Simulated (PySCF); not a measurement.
PySCF 2.14.0, R2SCAN/def2-tzvp, df: Pb(Cl)2 ([Cl][Pb][Cl]), 3 atoms. The geometry is a generated start, not checked to be a minimum at this level.

```
Property                                            Result
-------------------------  -------------------------------
task                                                energy
method                                              r2scan
basis                                            def2-tzvp
two-electron scheme                        density fitting
mol.max_memory                                     3000 MB
mf.max_cycle                                           100
mf.init_guess                              minao (default)
mf.DIIS                                    CDIIS (default)
mf.diis_space                                  8 (default)
mf.conv_tol                                1e-09 (default)
mf.grids.level                                 3 (default)
effective core potentials  those of the basis set, past Kr
basis functions                                        124
grid points                                          60992
```

```xyz
3

Pb     0.0505    -0.0449     1.0521
Cl     1.2194     1.4754    -0.5227
Cl    -1.2699    -1.4304    -0.5294
```

One run each on 2 threads, 1 BLAS thread. Values of level_shift (Hartree) tried: 0 (default), 0.1, 0.3, 1.

Predict the course of the Fock builds along this series.

Fewest Fock builds, within one of each other: 0 (default) with 14, 0.1 with 13. The count rises to 41 at 1. All converge to one solution.

| level_shift (Hartree) | Fock builds | end |
|---|---|---|
| 0 (default) | 14 | same solution |
| 0.1 | 13 | same solution |
| 0.3 | 17 | same solution |
| 1 | 41 | same solution |
